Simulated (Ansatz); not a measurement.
# A computed series for Ta2N: pressure series

Base system: Ta$_{2}$N in the anti-CdI2 type structure (space group P-3m1, No. 164; a = 3.0667 Å, c = 4.8845 Å).

Cell and atoms are relaxed at each pressure.

Calculations: DFT with r2SCAN+rVV10, PAW potentials and a 500 eV plane-wave cutoff in Ansatz (an electronic-structure program), spin-orbit coupling left out.

Notes on the quantities. enthalpy: H = E + PV relative to the base's energy.

| change | enthalpy | density | shortest interatomic distance |
|---|---|---|---|
| base | – | 15.69 g/cm³ | 2.171 Å |
| pressure −2 GPa | -0.17 eV/atom | 15.58 g/cm³ | 2.175 Å |
| pressure −1 GPa | -0.08 eV/atom | 15.64 g/cm³ | 2.173 Å |
| pressure 3 GPa | +0.25 eV/atom | 15.85 g/cm³ | 2.165 Å |
| pressure 7 GPa | +0.57 eV/atom | 16.05 g/cm³ | 2.157 Å |
| pressure 15 GPa | +1.21 eV/atom | 16.43 g/cm³ | 2.143 Å |
| pressure 30 GPa | +2.38 eV/atom | 17.07 g/cm³ | 2.119 Å |
| pressure 50 GPa | +3.86 eV/atom | 17.83 g/cm³ | 2.092 Å |
| pressure 75 GPa | +5.64 eV/atom | 18.68 g/cm³ | 2.064 Å |
| pressure 100 GPa | +7.34 eV/atom | 19.44 g/cm³ | 2.040 Å |

Load acts through the strain it causes; cell and atoms are relaxed under it. Stability against distortions was not tested. Competing high-pressure phases were not computed. The final runs are not spin-polarised. An odd electron count without spin: Ta2N.
